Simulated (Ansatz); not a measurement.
The starting structures come from a database of crystals and need not be the phases stable at ambient conditions.

 Where the default PAW files enter, the runs use the earlier of Ansatz's two default sets.

Evanescent states of KZnF3 (Pm-3m, cubic perovskite, not sure to be the ambient phase, 5 atoms a cell, 13.3 Å³ an atom) along the normal of (110)

Level of theory: r2SCAN (plane waves, PAW; Ansatz, a first-principles code).

The gap is the functional's own. No spin-orbit coupling. Mid-gap values are interpolated on the energy grid.

Energies count from the valence-band top; κ is the least over a 8×6 mesh across the current.

| E (eV) | κ (1/Å) | where |
|---|---|---|
| 0.11 | 0.146 | off Γ |
| 0.33 | 0.246 | off Γ |
| 0.55 | 0.309 | off Γ |
| 0.77 | 0.357 | off Γ |
| 0.99 | 0.396 | off Γ |
| 1.21 | 0.428 | off Γ |
| 1.43 | 0.455 | off Γ |
| 1.65 | 0.474 | Γ |
| 1.87 | 0.466 | Γ |
| 2.09 | 0.456 | Γ |
| 2.31 | 0.445 | Γ |
| 2.53 | 0.431 | Γ |
| 2.75 | 0.416 | Γ |
| 2.97 | 0.398 | Γ |
| 3.19 | 0.377 | Γ |
| 3.41 | 0.352 | Γ |
| 3.63 | 0.324 | Γ |
| 3.85 | 0.291 | Γ |
| 4.07 | 0.250 | Γ |
| 4.29 | 0.198 | Γ |
| 4.51 | 0.119 | Γ |

**Question.** How thick must the barrier be to attenuate the transmission by 10^6 when the electrodes' Fermi level lies at 3.41 eV, and what attenuation does that film give at 1.21 eV?

**Answer.** d = 6 ln 10 / (2 × 0.352) = 19.6 Å. At 1.21 eV it gives 6 × 0.428/0.352 = 7.3 decades.
